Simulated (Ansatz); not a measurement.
## NbSi2 (model structure, started from the CrSi2 type, P6₂22, No. 180, 9 atoms in the cell)

Level of theory: LDA in Ansatz (plane waves, PAW).

Settings: plane-wave cutoff 520 eV, 12×12×8 k mesh (along the axes of the cell as run), Fermi–Dirac smearing 0.05 eV, no spin polarisation, scalar-relativistic PAW data made under PBE.

Cell (relaxed at this level):

```xyz
9
Lattice="4.7453 0.0000 0.0000 -2.3727 4.1096 0.0000 0.0000 0.0000 6.5337" Properties=species:S:1:pos:R:3 pbc="T T T"
Nb     2.3727     0.0000     0.0000
Nb     1.1863     2.0548     2.1779
Nb    -1.1863     2.0548     4.3558
Si     0.0000     1.3120     0.0000
Si     3.6091     0.6560     2.1779
Si     1.2364     3.4536     4.3558
Si     2.3727     2.7976     0.0000
Si    -1.2364     3.4536     2.1779
Si     1.1362     0.6560     4.3558
```

* **band gap**: zero (no gap)
* **bulk modulus**: 192 GPa

Note: the bulk modulus is −V dP/dV from two relaxed cells at ±2 % in volume.

Spin–orbit coupling is not included.

Static lattice: no zero-point or thermal effects.

A model structure was made by putting elements into a prototype or built by hand; here it ended with the formula and space group of a phase in our tables.

Ansatz is a first-principles code.
